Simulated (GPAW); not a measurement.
## Worked example: self-consistent single point of RbNO₃ (R32, 5 atoms in the cell) in GPAW

Method: PBEsol, GPAW PAW datasets PBEsol (made by gpaw-setup) (plane waves; GPAW 25.7.0).

The input file:

```python
from ase import Atoms
from ase.units import GPa
from gpaw import GPAW, PW, FermiDirac

atoms = Atoms(['Rb', 'N', 'O', 'O', 'O'],
              cell=[[3.111477, 1.796411, 3.117818],
                    [-3.111477, 1.796411, 3.117818],
                    [0.000000, -3.592824, 3.117818]],
              positions=[[0.000000, -0.000001, 4.676727],
                         [0.000000, 0.000000, 0.000000],
                         [-2.468733, 0.683146, 3.117818],
                         [0.642744, -2.479559, 3.117818],
                         [1.825989, 1.796411, 3.117818]],
              pbc=True)

calc = GPAW(mode=PW(900),
            xc='PBEsol',
            kpts=(5, 5, 5),
            occupations=FermiDirac(0.0),
            nbands=-6,
            convergence={'density': 1e-05, 'energy': 1e-05, 'bands': -4},
            symmetry={'symmorphic': False, 'tolerance': 0.0005},
            maxiter=120)

atoms.calc = calc

energy = atoms.get_potential_energy()
print('Energy (eV):', round(energy, 6))
forces = atoms.get_forces()
print('Forces (eV/Ang):')
print(forces.round(5))
stress = atoms.get_stress()
print('Stress (GPa, Voigt):', (stress / GPa).round(4))
```

Output (repeated stretches shortened):

```
Input parameters:
  convergence: {bands: -4,
                density: 1e-05,
                energy: 1e-05}
  kpts: [5 5 5]
  maxiter: 120
  mode: {ecut: 900.0000000000001,
         name: pw}
  nbands: -6
  occupations: {fixmagmom: False,
                name: fermi-dirac,
                width: 0.0}
  symmetry: {symmorphic: False,
             tolerance: 0.0005}
  xc: PBEsol

species:
  Rb:
    name: Rubidium
    Z: 37.0
    valence: 9
    core: 28
    charge: 0.0
    file: Rb.PBEsol.gz

    # Using partial waves for Rb as LCAO basis

  N:
    name: Nitrogen
    Z: 7.0
    valence: 5
    core: 2
    charge: 0.0
    file: N.PBEsol.gz

    # Using partial waves for N as LCAO basis

  O:
    name: Oxygen
    Z: 8.0
    valence: 6
    core: 2
    charge: 0.0
    file: O.PBEsol.gz

    # Using partial waves for O as LCAO basis

Reference energy: -88630.802619  # eV

Spin-paired calculation

Convergence criteria:
 Maximum [total energy] change in last 3 cyles: 1e-05 eV / valence electron
 Maximum integral of absolute [dens]ity change: 1e-05 electrons / valence electron
 Maximum integral of absolute [eigenst]ate change: 4e-08 eV^2 / valence electron
 Maximum number of scf [iter]ations: 120

Symmetries present (total): 6
Symmetries with fractional translations: 0
125 k-points: 5 x 5 x 5 Monkhorst-Pack grid
19 k-points in the irreducible part of the Brillouin zone
       k-points in crystal coordinates                weights
   0:     0.00000000    0.00000000    0.00000000          1/125
   1:     0.20000000    0.00000000   -0.20000000          6/125
   2:     0.20000000    0.00000000    0.00000000          6/125
   [... 7 lines left out ...]
          ...
  18:     0.40000000    0.40000000    0.40000000          2/125

Wave functions: Plane wave expansion
  Cutoff energy: 900.000 eV
  Number of coefficients (min, max): 6392, 6430
  Pulay-stress correction: 0.000000 eV/Ang^3 (de/decut=0.000000)

Occupation numbers: # Zero width

Eigensolver

Densities:
  Coarse grid: 35*35*35 grid
  Fine grid: 70*70*70 grid
  Total Charge: 0.000000

Density mixing:
  Method: separate
  Backend: pulay
  Linear mixing parameter: 0.05
  old densities: 5
  Damping of long wavelength oscillations: 50

Hamiltonian:
  XC and Coulomb potentials evaluated on a 70*70*70 grid
  External potential:
    NoExternalPotential

XC parameters: PBEsol with 2 nearest neighbor stencil

Number of atoms: 5
Number of atomic orbitals: 21
Number of bands in calculation: 22
Number of valence electrons: 32
Bands to converge: 18

Density initialized from atomic densities
  21 bands from LCAO basis set
  1 band from random numbers

Atomic positions and initial magnetic moments

Positions:
   0 Rb     0.000000   -0.000001    4.676727    ( 0.0000,  0.0000,  0.0000)
   1 N      0.000000    0.000000    0.000000    ( 0.0000,  0.0000,  0.0000)
   2 O     -2.468733    0.683146    3.117818    ( 0.0000,  0.0000,  0.0000)
   3 O      0.642744   -2.479559    3.117818    ( 0.0000,  0.0000,  0.0000)
   4 O      1.825989    1.796411    3.117818    ( 0.0000,  0.0000,  0.0000)

Unit cell:
           periodic     x           y           z      points  spacing
  1. axis:    yes    3.111477    1.796411    3.117818    35     0.1334
  2. axis:    yes   -3.111477    1.796411    3.117818    35     0.1334
  3. axis:    yes    0.000000   -3.592824    3.117818    35     0.1334

  Lengths:   4.757013   4.757013   4.757013
  Angles:   81.700156  81.700156  81.700176

Effective grid spacing dv^(1/3) = 0.1346

     iter     time        total  log10-change:
                         energy   eigst   dens
iter:   1 --:--:--   -33.693738   +0.39
iter:   2 --:--:--   -32.995861   -0.66  -0.99
iter:   3 --:--:--   -31.317018   -0.71  -1.05
iter:   4 --:--:--   -31.280178   -1.40  -1.34
iter:   5 --:--:--   -31.235626   -1.51  -1.42
iter:   6 --:--:--   -31.261967   -1.76  -1.83
iter:   7 --:--:--   -31.224293   -2.06  -1.93
iter:   8 --:--:--   -31.216813   -2.18  -2.29
iter:   9 --:--:--   -31.217340   -2.67  -2.63
iter:  10 --:--:--   -31.215450   -3.14  -2.59
iter:  11 --:--:--   -31.215480   -3.76  -3.32
iter:  12 --:--:--   -31.215469c  -3.94  -3.40
iter:  13 --:--:--   -31.215491c  -3.93  -3.42
iter:  14 --:--:--   -31.215476c  -4.57  -3.50
iter:  15 --:--:--   -31.215481c  -4.82  -3.73
iter:  16 --:--:--   -31.215474c  -5.40  -3.83
iter:  17 --:--:--   -31.215474c  -6.03  -4.32
iter:  18 --:--:--   -31.215473c  -5.97  -4.28
iter:  19 --:--:--   -31.215473c  -6.44  -4.31
iter:  20 --:--:--   -31.215473c  -7.00  -4.49
iter:  21 --:--:--   -31.215473c  -7.41c -4.54
iter:  22 --:--:--   -31.215473c  -7.96c -4.88
iter:  23 --:--:--   -31.215473c  -8.21c -4.99
iter:  24 --:--:--   -31.215473c  -7.93c -5.04c

Converged after 24 iterations.

Dipole moment: (-0.000000, 0.000000, 0.000000) |e|*Ang

Energy contributions relative to reference atoms: (reference = -88630.802619)

Kinetic:        +26.364205
Potential:      -28.096829
External:        +0.000000
XC:             -30.277258
Entropy (-ST):   +0.000000
Local:           +0.794409
SIC:             +0.000000
--------------------------
Free energy:    -31.215473
Extrapolated:   -31.215473

Showing only first 2 kpts
 Kpt  Band  Eigenvalues  Occupancy
  0    14     -1.95525    2.00000
  0    15     -0.25935    2.00000
  0    16      3.44771    0.00000
  0    17      4.18852    0.00000

  1    14     -1.79941    2.00000
  1    15     -0.31898    2.00000
  1    16      3.29994    0.00000
  1    17      5.09281    0.00000

Fermi level: 1.22179

Gap: 2.962 eV
Transition (v -> c):
  (s=0, k=0, n=15, [0.00, 0.00, 0.00]) -> (s=0, k=18, n=16, [0.40, 0.40, 0.40])
Direct/indirect transitions are different
Direct gap: 3.097 eV
Transition at: (s=0, k=18, n=15, [0.40, 0.40, 0.40])
Energy (eV): -31.215473

Forces in eV/Ang:
  0 Rb    0.00000    0.00000    0.00000
  1 N     0.00000    0.00000    0.00000
  2 O    -0.80591    1.39588    0.00000
  3 O    -0.80591   -1.39588    0.00000
  4 O     1.61183    0.00000    0.00000

Stress tensor:
     0.040381     0.000000     0.000000
     0.000000     0.040381     0.000000
     0.000000     0.000000     0.001195
Stress (GPa, Voigt): [6.4698 6.4698 0.1914 0.     0.     0.    ]
```

The run converged in 24 iterations. GPAW prints stress with tension positive.

At such cutoffs GPAW's stress carries a finite-basis (Pulay) error, which enters relaxed cells too; its log prints stress with tension positive.

The starting cell comes from a database of computed structures (which also holds hypothetical and non-ambient phases and stackings), without a prior relaxation at this level. Its lattice was rescaled by a random factor within 2.5 % of one. Forces in this geometry exceed 1 eV/Å.

Cost on one core of a shared machine: roughly 40 s.
